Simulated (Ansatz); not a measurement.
## Al2O3 in the corundum structure (space group R-3c, No. 167)

```yaml
crystal:
  lattice:
    - [2.40441, 1.38819, 4.37462]
    - [-2.40441, 1.38819, 4.37462]
    - [0.00000, -2.77638, 4.37462]
  atoms:
    - { symbol: Al, position: [0.64785, 0.64785, 0.64785] }
    - { symbol: Al, position: [0.14785, 0.14785, 0.14785] }
    - { symbol: Al, position: [0.35215, 0.35215, 0.35215] }
    - { symbol: Al, position: [0.85215, 0.85215, 0.85215] }
    - { symbol: O, position: [0.75000, 0.44383, 0.05617] }
    - { symbol: O, position: [0.05617, 0.75000, 0.44383] }
    - { symbol: O, position: [0.25000, 0.55617, 0.94383] }
    - { symbol: O, position: [0.55617, 0.94383, 0.25000] }
    - { symbol: O, position: [0.94383, 0.25000, 0.55617] }
    - { symbol: O, position: [0.44383, 0.05617, 0.75000] }
```

Level of theory: PBE (Ansatz, an electronic-structure program; PAW; 420 eV plane waves; scalar-relativistic without spin-orbit coupling). k-mesh 8×8×8 (Γ-centred); smearing 0.05 eV (Fermi–Dirac).

```json
{
  "volume_per_atom": "8.76 Å³",
  "density": "3.87 g/cm³",
  "band_gap": "5.85 eV, direct at Γ",
  "electron_mass": "0.38 mₑ along c, 0.36 mₑ across",
  "Lowest conduction-band minima above the VBM": "Γ 5.85 eV",
  "total_energy": "-556.961 eV/atom (σ→0; compares only within this code and set-up)"
}
```

Masses are band curvatures over ±0.01 Å⁻¹ around the edge. Stability against distortions was not tested.
